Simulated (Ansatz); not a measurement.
The parent structure is Mg₂Sn (space group Fm-3m, No. 225; a = 6.664 Å; relaxed with 0.1 eV smearing). Axes: x, y, z lie along the cube axes.

All numbers come from LDA (Ansatz, a program for electronic structure), no SOC.

It is then changed as follows: the cell is compressed by 2.50 % along z with no lateral relaxation, atoms relaxed at fixed cell.

Problem. Predict the stress tensor and what it implies for the stiffness.

Solution. Stress of the strained cell less that of the base (GPa, compression positive):
```
    0.8     0.0     0.0
    0.0     0.8     0.0
    0.0     0.0     2.1
```

Then −Δσ_ii/ε with ε = -0.0250 gives secant stiffness values (nonlinear terms included at this strain): C33 ≈ 84 GPa, C13 ≈ 33 GPa and C23 ≈ 33 GPa.

As a check, the harmonic strain energy −½ V₀ Δσ:ε is 4.1 meV/atom; the computed energy rise is 4.0 meV/atom.

Whether these cells are dynamically stable was not tested.
